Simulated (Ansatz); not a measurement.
**AgI (model structure, started from the NiAs type, P6₃/mmc, No. 194, 4 atoms in the cell)**

Method: HSE06+SOC (PAW; Ansatz, a program for electronic structure).

Numerical settings: plane-wave cutoff 460 eV, 6×6×4 k mesh (along the axes of the cell as run), Fermi–Dirac smearing 0.01 eV, PAW data made under PBE.

Cell (relaxed with PBEsol):

```
CELL_PARAMETERS angstrom
      4.41855     0.00000     0.00000
     -2.20928     3.82658     0.00000
      0.00000     0.00000     6.40972
ATOMIC_POSITIONS crystal
  Ag 0.00000 0.00000 0.00000
  Ag 0.00000 0.00000 0.50000
  I  0.33333 0.66667 0.25000
  I  0.66667 0.33333 0.75000
```

```json
{
 "band_gap": "1.90 eV (on the SCF k mesh)"
}
```

Note: the relaxation could raise the start's symmetry but not lower it, so the cell can be a saddle point; cell and atoms aren't relaxed at this level (pressure 3.5 GPa).

Computed values are for the static lattice.

A model structure was made by putting elements into a prototype or built by hand; it is no filed structure, need not be a known phase, and can be a saddle point held by its symmetry.
